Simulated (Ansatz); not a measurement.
TaSi (model structure, started from the CsCl type, Pm-3m, No. 221, 2 atoms in the cell)

These are PBE-D3(BJ) in Ansatz (PAW) values and carry that method's errors.

Run with plane-wave cutoff 500 eV, 12×12×12 k mesh, Fermi–Dirac smearing 0.05 eV, scalar-relativistic PAW data made under PBE.

Cell (relaxed at this level):

```cif
data_SiTa
_chemical_formula_sum 'Ta1 Si1'
_space_group_name_H-M_alt 'P 1'
_space_group_IT_number 1
_cell_length_a 3.11847
_cell_length_b 3.11847
_cell_length_c 3.11847
_cell_angle_alpha 90.000
_cell_angle_beta 90.000
_cell_angle_gamma 90.000
loop_
_space_group_symop_operation_xyz
  'x, y, z'
loop_
_atom_site_label
_atom_site_type_symbol
_atom_site_fract_x
_atom_site_fract_y
_atom_site_fract_z
_atom_site_occupancy
Ta1 Ta 0.00000 0.00000 0.00000 1
Si1 Si 0.50000 0.50000 0.50000 1
```

| Property | Result |
|---|---|
| band gap | none |

Note: the relaxation could raise the start's symmetry but not lower it, so the cell can be a saddle point.

Spin–orbit coupling is not included.

The computed numbers hold no vibrational or temperature effects.

A model structure was made by putting elements into a prototype or built by hand; it is no filed structure, need not be a known phase, and can be a saddle point held by its symmetry.

Ansatz is a program for electronic structure.
